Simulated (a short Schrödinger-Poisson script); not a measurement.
System: MOS inversion layer, Si3N4 on p-type Ge(111), at 300 K.

```tsv
layer	material	thickness (nm)	Na (cm⁻³)
1	Si3N4	5.6	-
2	Ge	480	7.3e17
```

Constants are typed, rounded textbook-type inputs, not results; the design itself was drawn at random and stands for no fabricated device. Si3N4: permittivity 7.5, conduction-band edge (eV) 1.9, gap (eV) 5.1, electron mass (mₑ) 0.5. Ge: permittivity 16, conduction-band edge (eV) 0, gap (eV) 0.664, Nv at 300 K (cm⁻³) 6e18.

Channel valleys (confinement mass, in-plane density-of-states mass, number): L1 1.59, 0.08, 1; L3 0.09, 0.34, 3. At the gate the conduction-band edge of layer 1 lies 2.13 eV − eVg above the Fermi level of the channel; the field vanishes at the back. Gaps are held at their typed values at every temperature. Mesh 0.03 nm at interfaces.

Solved with a short Schrödinger-Poisson script written for these runs: 1D Poisson equation in equilibrium, electrons quantum, Hartree (BenDaniel-Duke, 12 states a valley, the channel's in-plane mass for all, wave functions free to enter the dielectric), parabolic valleys, classical holes, full ionisation, no traps, pinning or gate leakage.

The same stack at other levels of the model or other numerical settings:

```
run                                          sheet density of all electrons at Vg = 2.1 V (cm⁻²)  sheet density of all electrons at Vg = 0.9 V (cm⁻²)  capacitance at Vg = 2.1 V (μF/cm²)  centroid of the channel electrons at Vg = 2.1 V (nm)  rough cost against the base
-------------------------------------------  ---------------------------------------------------  ---------------------------------------------------  ----------------------------------  ----------------------------------------------------  ---------------------------
base                                                                                     9.04e12                                              1.42e12                                1.06                                                  1.71                      about 1
electrons treated as classical, Boltzmann                                                1.03e13                                              1.96e12                          (withheld)                                                  0.49                         0.03
electrons treated as classical, Fermi-Dirac                                           (withheld)                                              1.87e12                                1.09                                            (withheld)                          0.1
mesh six times as coarse                                                                 9.01e12                                              1.42e12                                1.06                                                  1.71                          0.2
one subband a valley                                                                     9.00e12                                              1.40e12                                1.06                                                  1.69                          0.4
```

**Question.** Complete the blanks.

**Answer.** 
- electrons treated as classical, Fermi-Dirac, centroid of the channel electrons at Vg = 2.1 V (nm): 0.85
- electrons treated as classical, Fermi-Dirac, sheet density of all electrons at Vg = 2.1 V (cm⁻²): 9.76e12
- electrons treated as classical, Boltzmann, capacitance at Vg = 2.1 V (μF/cm²): 1.15

The classical rows ignore confinement, and Boltzmann statistics overrate the density once the band edge passes the Fermi level.

Only the L valleys are kept; under strong confinement the Δ valleys of Ge fill too.
